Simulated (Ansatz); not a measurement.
Cl on the 1x1 (111) surface of fcc Ir, one in a 2x2 cell: adsorption energies (eV for each) against ½ Cl2(g) in Ansatz (plane waves, PAW). Structures relaxed with PBE; the other functionals are single points on them, with slab and gas at the same level. No dispersion, zero-point or thermal terms. Rows are starts at which the adsorbate stayed; left out, since it moved away, changed or didn't bind there, or the run didn't converge: bridge Ir-Ir (span 2.7 Å).

Set-up: 17 atoms, 6.6 Å thick at the start under the adsorbate (thin: gaps and levels are the slab's own); mesh 6x6x1; 0.1 eV smearing; dipole correction on; 8 atoms held, the rest relaxed; each run with such symmetry as its start has; no spin, no spin-orbit, no U, no dispersion correction.

```tsv
site	PBE	RPBE	r2SCAN
top Ir	-1.18	-1.02	-1.43
hollow Ir-Ir-Ir over Ir at depth 2.2 Å	-1.28	-1.03	-1.57
hollow Ir-Ir-Ir over Ir at depth 4.4 Å	-1.39	-1.13	-1.72
```

RPBE moves the energies by 0.22 eV on average against PBE and puts 'hollow Ir-Ir-Ir over Ir at depth 4.4 Å' lowest, as PBE does. r2SCAN moves the energies by -0.29 eV on average against PBE and puts 'hollow Ir-Ir-Ir over Ir at depth 4.4 Å' lowest, as PBE does.

Ansatz is an electronic-structure program.
